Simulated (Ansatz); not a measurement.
Here is the system:

```xyz
2
Lattice="3.0601 0.0000 0.0000 0.0000 3.0601 0.0000 1.5300 -1.5300 2.2825" Properties=species:S:1:pos:R:3 pbc="T T T"
N      0.0000     0.0000     0.0000
Hf     1.5300     1.5300     0.0000
```

No spin polarisation.

Computed with plane-wave PAW DFT at the PBEsol level (Ansatz, an electronic-structure program, 420 eV), no SOC. k-mesh 22×22×22 (Γ-centred); smearing 0.1 eV (Fermi–Dirac).

Q: What band gap does the calculation give?

A: Zero.

Q: Estimate the space group.

A: I4/mmm (No. 139).

Q: What is the computed mean in-plane stress (compression positive)?

A: +35.0 GPa.

The cells carry an imposed strain or load. Whether these cells are dynamically stable was not tested. The final runs are not spin-polarised. The cell was made from HfN in the rock salt structure (space group Fm-3m, No. 225) by this change: biaxial strain −3.87 %, plane normal [001], relaxed out of plane.
